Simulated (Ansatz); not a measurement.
For Si₃N₄ (P6₃/m, No. 176), PBE (plane waves, PAW; Ansatz, a first-principles code) gives:

| Item | Result |
|---|---|
| equilibrium lattice constant a | 7.663 Å |
| c axis length | 2.926 Å |
| cohesive energy | 6.03 eV/atom |

Question: What does r²SCAN+rVV10 (plane waves, PAW; Ansatz) give for the same quantities?

Answer: 
- lattice constant a: 7.597 Å (falls by 0.9 %)
- lattice parameter c: 2.903 Å (falls by 0.8 %)
- cohesive energy: 6.15 eV/atom (goes up by 0.12 eV/atom)

Changes are worked out from the printed values.

Unless a cell is named, each level is at its own relaxed cell (PBE 10.63, r²SCAN+rVV10 10.36 Å³/atom).

Ansatz's density-functional and Hartree–Fock values are scalar-relativistic unless marked +SOC, with PAW data made under PBE.
